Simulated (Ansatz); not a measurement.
## Ga2O3: uniaxial strain ε_zz = −1.20 %

Consider Ga2O3 in the corundum structure (space group R-3c, No. 167; a = 5.058 Å, c = 13.623 Å (hexagonal axes)). Axes: x lies along a and z along c of the hexagonal cell.

Perturbation: the cell is compressed by 1.20 % along z with no lateral relaxation; the atoms relax in the strained cell.

Method: plane-wave PAW DFT at the PBE level (Ansatz, an electronic-structure program, 420 eV), no SOC. Γ-centred 8×8×8 mesh, Fermi–Dirac width 0.05 eV.

The volume per atom decreases by 0.12 Å³ to 9.94 Å³ and the space group remains R-3c (No. 167). The energy goes up by 1.5 meV/atom and the pressure (mean of the normal stresses, compression positive) increases by 2.27 GPa (0.01 GPa → 2.28 GPa). The band gap grows by 0.104 eV (2.40 eV → 2.51 eV) and the gap character stays indirect, Γ–S₀ (50 % along) → Γ. The smallest direct gap increases by 0.13 eV (2.63 eV → 2.76 eV) and the width of the top valence band increases by 0.024 eV (0.43 eV → 0.46 eV). The electron mass stays 0.21 mₑ (at Γ) and the stress (xx, yy, zz, yz, xz, xy; compression positive) amounts to (1.44, 1.44, 3.96, 0.00, 0.00, 0.00) GPa.

Final structure:

```xyz
10
Lattice="2.5288 1.4600 4.4866 -2.5288 1.4600 4.4866 0.0000 -2.9201 4.4866" Properties=species:S:1:pos:R:3 pbc="T T T"
Ga     0.0000     0.0000     4.7957
Ga     0.0000     0.0000     1.9341
Ga     0.0000     0.0000     8.6640
Ga     0.0000     0.0000    11.5256
O     -0.9965     1.4600     7.8515
O     -0.7662    -1.5930     7.8515
O      1.7627     0.1330     7.8515
O      0.9965    -1.4600     5.6082
O      0.7662     1.5930     5.6082
O     -1.7627    -0.1330     5.6082
```

Cost of the whole job for the changed cell (relaxation, final SCF and bands): about 110 core-seconds (a rough figure).

Masses are band curvatures over ±0.01 Å⁻¹ around the edge. Whether these cells are dynamically stable was not tested.
